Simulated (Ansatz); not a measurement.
The parent structure is ZnSe in the zinc blende structure (space group F-43m, No. 216; a = 5.5675 Å). Axes: x, y, z lie along the cube axes.

Calculations: LDA, PAW, 420 eV (Ansatz, a first-principles code; no spin-orbit coupling).

Strains are applied to the cell and any free atomic positions relax; under biaxial strain the out-of-plane vector relaxes too.

One change was made to it. Results:

```json
[
 {"quantity": "volume per atom", "base": "21.57 Å³", "after": "21.11 Å³"},
 {"quantity": "gap character", "base": "direct at Γ", "after": "direct at Γ"}
]
```

Q: What was done to the base?
A. biaxial strain +2.00 %, plane normal [001], relaxed out of plane
B. biaxial strain −2.50 %, plane normal [001], relaxed out of plane
C. biaxial strain −3.00 %, plane normal [001], relaxed out of plane
D. biaxial strain +1.00 %, plane normal [001], relaxed out of plane

A: B, biaxial strain −2.50 %, plane normal [001], relaxed out of plane. For comparison, the volume per atom in the other runs: biaxial strain +2.00 %, plane normal [001], relaxed out of plane gives 21.89 Å³; biaxial strain +1.00 %, plane normal [001], relaxed out of plane gives 21.74 Å³; biaxial strain −3.00 %, plane normal [001], relaxed out of plane gives 21.02 Å³.

Stability against distortions was not tested. k-point labels follow each cell's own Brillouin zone.
